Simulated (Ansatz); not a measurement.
Worked example: self-consistent single point of NbN (Fm-3m, 2 atoms in the cell) in Ansatz (a first-principles code).

Computed with PBE with spin-orbit coupling (plane waves, PAW; Ansatz).

```
NbN
1.0
    0.00000     2.19500     2.19500
    2.19500     0.00000     2.19500
    2.19500     2.19500     0.00000
Nb N
1 1
Direct
  0.00000   0.00000   0.00000
  0.50000   0.50000   0.50000
```

Reference input (self-consistent single point, DFT, PBE, plane waves, default PAW files): kpoints.mp_grid.grid = 17 17 17; hamiltonian.xc = pbe; hamiltonian.pseudopotentials = {kind: paw} (the program's default PAW files); scf.occupations.method = gaussian; scf.occupations.width = 0.136 eV. This run's input differs from it in these lines:

Ansatz 0.2 input:
```diff
@@ -13,2 +13,5 @@
   pseudopotentials: { kind: paw }
+magnetization:
+  noncollinear: true
+  spin_orbit: true
 scf:
```

Log, with long lists cut:

```
SCF iter   1: F=—  HF=-4940.072480 eV  |F-HF|=—  |Δ(HF+E_count)|=         —  Δρ=1.11e-1  dr2=3.46e0  dr2_m=0.00e0 (ungated)  ethr=3.10e-3  |M|=0.00e0 ∫|m|=0.00e0 μB  |m|>n=0.0e0 m-floor=0.0e0 τ_xc=0.0e0  β_m=0.30  ⟨swp⟩=6.8  Hψ=24514  notcnv=0  defer=330
all-band conjugate gradients solve this SCF's bands
automatic band count: the SCF goes on with 34 bands, as 26 were too few: the levels above may hold too much charge
preconditioner: auto → none
   [... lines left out ...]
SCF iter   7: F=—  HF=-4939.206582 eV  |F-HF|=—  |Δ(HF+E_count)|=   7.43e-7  Δρ=2.77e-5  dr2=2.20e-7  dr2_m=0.00e0 (ungated)  ethr=2.23e-8  |M|=0.00e0 ∫|m|=0.00e0 μB  |m|>n=0.0e0 m-floor=0.0e0 τ_xc=0.0e0  β_m=0.87  ⟨swp⟩=2.3  Hψ=2853  notcnv=0  defer=1362
SCF iter   8: F=-4939.206582 eV  HF=-4939.206582 eV  |F-HF|=3.35e-9  |Δ(HF+E_count)|=   4.64e-8  Δρ=3.72e-6  dr2=3.96e-9  dr2_m=0.00e0 (ungated)  ethr=5.56e-10  |M|=0.00e0 ∫|m|=0.00e0 μB  |m|>n=0.0e0 m-floor=0.0e0 τ_xc=0.0e0  ⟨swp⟩=8.9  Hψ=12972  notcnv=0
SCF 1 converged in 8 iterations: F = -4939.206582 eV  dr2 = 3.96e-9
Magnetization: |M| = 0.0000 μB,  M = (+0.0000, +0.0000, +0.0000) μB
Absolute magnetization: 0.0000 μB (∫|m|)
  site 0: m = (+0.0000, +0.0000, +0.0000) μB, |m| = 0.0000 μB  (R = 0.91 Å)
  site 1: m = (+0.0000, +0.0000, +0.0000) μB, |m| = 0.0000 μB  (R = 0.91 Å)
Free energy (F): -4939.206582 eV
Internal energy: -4939.198342 eV  (E = F + TS)
E sigma→0 (E₀):  -4939.202462 eV
Entropy (-TS):   -0.008240 eV (-4.120 meV/atom)
Fermi energy:    20.633781 eV
--- Forces (eV/Å), atoms counted from 1 ---
  atom   1  Nb    -0.00000000     0.00000000     0.00000000
  atom   2  N      0.00000000     0.00000000    -0.00000000
--- Stress (GPa, compression-positive) ---
        6.891355       0.000000       0.000000
       -0.000000       6.891355       0.000000
        0.000000       0.000000       6.891355
  P = ⅓ Tr σ = 6.8914 GPa (68.914 kbar)
  The stress holds the Pulay correction. Without it, at fixed plane waves, as pw.x and ABINIT print it: P = 6.4621 GPa
```

The run converged in 8 iterations. Against the reference run the pressure hardly changes (6.88 to 6.89 GPa).

The starting cell has typed, rounded lattice constants, without a prior relaxation at this level. With a pressure of about 7 GPa the cell is away from its equilibrium volume at this level. Ansatz's pressure includes its estimate of the finite-basis (Pulay) stress.
